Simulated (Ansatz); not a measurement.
Start from ZnSe in the zinc blende structure (space group F-43m, No. 216; a = 5.665 Å).

Calculations: r2SCAN (Ansatz, a first-principles code), spin-orbit coupling left out.

One change was made to it. Results:

```csv
quantity,base,after
electron mass,0.12 mₑ (at Γ),0.14 mₑ (at Γ)
"valley order (the lowest conduction-band minima on the path, energy above the VBM, named in the base's zone)",Γ 1.87 eV; L along ⟨111⟩ 3.05 eV; X along ⟨100⟩ 3.34 eV,Γ 2.39 eV; X along ⟨100⟩ 3.05 eV; L along ⟨111⟩ 3.27 eV
density,5.27 g/cm³,5.93 g/cm³
```

### Question
Name the change that was made.
A) pressure 0.3 GPa
B) pressure 10 GPa
C) pressure 5 GPa

### Answer
B, pressure 10 GPa. For comparison, the valley order in the other runs: pressure 0.3 GPa gives Γ 1.89 eV; L along ⟨111⟩ 3.06 eV; X along ⟨100⟩ 3.33 eV; pressure 5 GPa gives Γ 2.16 eV; L along ⟨111⟩ 3.18 eV; X along ⟨100⟩ 3.18 eV.

The levels and masses belong to the bands next to the band gap. Load acts through the strain it causes; cell and atoms are relaxed under it. Effective masses come from finite differences of ±0.01 Å⁻¹. No phonon test of stability was made. Tetrahedral semiconductors of this kind turn to denser phases somewhere between about 1 and 50 GPa; those were not computed, so compressed cells here can lie past the real transition.
